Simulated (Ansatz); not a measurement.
**Fermi-surface data of NiGa (Pm-3m)**

Here is the system:

```yaml
crystal:
  lattice:
    - [2.87382, 0.00000, 0.00000]
    - [0.00000, 2.87382, 0.00000]
    - [0.00000, 0.00000, 2.87382]
  atoms:
    - { symbol: Ga, position: [0.00000, 0.00000, 0.00000] }
    - { symbol: Ni, position: [0.50000, 0.50000, 0.50000] }
```

Calculation: PBEsol with spin-orbit coupling, rigid bands (plane waves, PAW; Ansatz, a program for electronic structure). Condition of this run: spin-orbit coupling switched on. Cell: cell and atoms relaxed with PBEsol.

```json
{
 "density of states at the Fermi level": "0.839 states/(eV·cell), both spins",
 "bare Sommerfeld coefficient": "0.99 mJ/(mol of atoms·K²)",
 "drude_plasma_energy": "7.2 eV",
 "root-mean-square Fermi velocity": "7.5e5 m/s",
 "resistivity times τ": "9.3 ×10⁻²² Ω·m·s"
}
```

A metal at this level (no band gap); rigid bands, thermally averaged at 300 K, both spins. τ is one relaxation time for all states.

Formula and space group known from diffraction (Crystallography Open Database), not checked to be the room-temperature form: NiGa (Pm-3m). Treated as nonmagnetic (a ferromagnetic start lost its moment, other orders weren't tried): NiGa (Pm-3m).
